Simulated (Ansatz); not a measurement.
## BAs: response to strain

Consider BAs in the zinc blende structure (space group F-43m, No. 216; a = 4.7322 Å). Axes: x, y, z lie along the cube axes.

Strains are applied to the cell and any free atomic positions relax.

All numbers come from Kohn–Sham DFT with the LDA functional, run in Ansatz (an electronic-structure program) with PAW and 420 eV plane waves, without spin-orbit coupling.

Candidates:
(a) uniaxial strain ε_zz = −0.50 %
(b) uniaxial strain ε_zz = −1.50 %
(c) uniaxial strain ε_zz = +2.00 %

For the base:

| Quantity | Result |
|---|---|
| Band gap | 1.11 eV |

Q: Order them by band gap, lowest first.

A: (b) uniaxial strain ε_zz = −1.50 % (0.86 eV), (c) uniaxial strain ε_zz = +2.00 % (0.98 eV), (a) uniaxial strain ε_zz = −0.50 % (1.03 eV)

Semilocal Kohn–Sham gaps tend to fall short of experiment. No phonon test of stability was made.
